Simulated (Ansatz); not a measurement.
The parent structure is BaAg$_{2}$GeS$_{4}$ (space group I-42m, No. 121).

```xyz
8
Lattice="-3.3632 3.3632 4.0252 3.3632 -3.3632 4.0252 3.3632 3.3632 -4.0252" Properties=species:S:1:pos:R:3 pbc="T T T"
Ge     0.0000     0.0000     4.0252
Ag     0.0000     3.3632     2.0126
Ag     3.3632     0.0000     2.0126
S      1.2898     1.2898     2.7532
S      1.2898    -1.2898     5.2972
S      2.0734     2.0734    -1.2720
S     -1.2898     1.2898     5.2972
Ba     0.0000     0.0000     0.0000
```

Cartesian axes are those of the cell as printed.

Calculations: Ansatz (a first-principles code), PBEsol, PAW, cutoff 420 eV, without spin-orbit coupling.

For the base:

| Property | Result |
|---|---|
| Electron mass | 0.26 mₑ along c, 0.18 mₑ across (at Γ) |
| Shortest interatomic distance | 222.4 pm |

Now apply this change: compressive biaxial strain of 3.00 % in the plane normal to [001], as in epitaxy on a mismatched substrate; the out-of-plane cell vector and the atoms relax.

How does this affect the electron mass?

The electron mass changes from 0.26 mₑ along c, 0.18 mₑ across (at Γ) to 0.23 mₑ out of plane, 0.19 mₑ in plane (at Γ).

Predict the new ratio −ε⊥/ε∥.

The ratio −ε⊥/ε∥ amounts to 2.04.

How does this affect the shortest interatomic distance?

The shortest interatomic distance shrinks by 1.2 pm (222.4 pm → 221.2 pm).

The levels and masses belong to the bands next to the band gap. Effective masses come from finite differences of ±0.01 Å⁻¹. Whether these cells are dynamically stable was not tested.
